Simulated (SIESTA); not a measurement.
A self-consistent single point of Cl (Cm, 4 atoms in the cell) with SIESTA.

Level of theory: GGA PBEsol, numerical atomic orbitals DZP, PseudoDojo PBEsol standard norm-conserving potentials (rewritten from UPF to PSML) in SIESTA.

```
CELL_PARAMETERS angstrom
      2.24672    -3.12936     0.00000
      2.24672     3.12936     0.00000
      0.00000     0.00000     8.28478
ATOMIC_POSITIONS crystal
  Cl 0.87700 0.87700 0.90304
  Cl 0.62300 0.62300 0.39700
  Cl 0.37700 0.37700 0.60300
  Cl 0.12300 0.12300 0.10300
```

Reference input (self-consistent single point, DFT, GGA PBEsol, numerical atomic orbitals DZP, PseudoDojo PBEsol standard norm-conserving potentials (rewritten from UPF to PSML)): XC.functional = GGA; XC.authors = PBEsol; potentials = PseudoDojo PBEsol standard; PAO.BasisSize = DZP; PAO.EnergyShift = 0.005 Ry; MeshCutoff = 300 Ry; kgrid.MonkhorstPack = 7 7 3; OccupationFunction = FD; ElectronicTemperature = 10 meV; MaxSCFIterations = 150; SCF.Mixer.Method = Pulay; SCF.Mixer.Weight = 0.2. This run's input differs from it in these lines:

```diff
@@ -29,5 +29,5 @@
 %block kgrid.MonkhorstPack
-    7   0   0  0.0
-    0   7   0  0.0
-    0   0   3  0.0
+    5   0   0  0.5
+    0   5   0  0.5
+    0   0   3  0.5
 %endblock kgrid.MonkhorstPack
```

Log, with long lists cut:

```
        iscf     Eharris(eV)        E_KS(eV)     FreeEng(eV)     dDmax    Ef(eV) dHmax(eV)
   scf:    1    -1774.131396    -1778.503972    -1778.503972  0.628298 -3.413240  1.488027
   scf:    2    -1778.871409    -1778.699106    -1778.699106  0.038370 -3.655101  1.005630
   scf:    3    -1778.915559    -1778.833371    -1778.833371  0.066002 -5.283445  0.173999
   scf:    4    -1778.860357    -1778.848818    -1778.848818  0.014566 -5.347556  0.044556
   scf:    5    -1778.849465    -1778.849155    -1778.849155  0.001923 -5.349954  0.025047
   [... 3 lines left out ...]
   scf:    9    -1778.849297    -1778.849297    -1778.849297  0.000029 -5.348828  0.000282
   scf:   10    -1778.849297    -1778.849297    -1778.849297  0.000032 -5.348890  0.000145
   scf:   11    -1778.849297    -1778.849297    -1778.849297  0.000031 -5.348956  0.000022
   scf:   12    -1778.849297    -1778.849297    -1778.849297  0.000001 -5.348962  0.000013
SCF Convergence by DM+H criterion
max |DM_out - DM_in|         :     0.0000012947
max |H_out - H_in|      (eV) :     0.0000131218
SCF cycle converged after 12 iterations

Using DM_out to compute the final energy and forces

siesta: E_KS(eV) =            -1778.8493

siesta: E_KS - E_eggbox =     -1778.8493

siesta: Atomic forces (eV/Ang):
     1   -0.479887    0.000000   -0.903251
     2    0.074849    0.000000   -0.227155
     3   -0.073870    0.000000    0.229661
     4    0.479030   -0.000000    0.900650
   Tot    0.000122    0.000000   -0.000095
   Max    0.903251
   Res    0.428388    sqrt( Sum f_i^2 / 3N )
   Max    0.903251    constrained

Stress tensor Voigt[x,y,z,yz,xz,xy] (kbar):       17.26       17.15        9.13        0.00      -10.21       -0.00
(Free)E + p*V (eV/cell)    -1779.9045
   [... lines left out ...]
siesta: FreeEng =     -1778.849297
siesta: Cell volume =        116.497191 Ang**3
siesta:         -14.51149355         18.17788288  kBar
   [... lines left out ...]
              0.014   0.027   0.037   0.038   0.013
   2  7.002   1.917   0.023   1.977   1.180   1.618  -0.017   0.131   0.055
   [... 5 lines left out ...]

mulliken: Qtot =       28.000

Mulliken Atomic Populations:
Atom #   charge [q] valence [e]  Species
     1     0.001770    6.998230  Cl
     2    -0.001857    7.001857  Cl
     3    -0.003927    7.003927  Cl
     4     0.004014    6.995986  Cl
 Total     0.000000
```

The run converged in 12 iterations. Against the reference run the free energy stays essentially unchanged (within 1 meV/atom), the pressure stays at -1.45 GPa, the largest force stays at 1.023 eV/Å and the gap on the mesh goes from 2.408 to 2.423 eV.

The starting cell has typed, rounded lattice constants, without a prior relaxation at this level. Its lattice was rescaled by up to half a per cent. One atom was moved a little off its site on purpose. Values carry the incompleteness of an atom-centred basis. Forces in this geometry exceed 1 eV/Å. The shifted mesh does not hold Γ, so a gap read on it misses any band edge there.
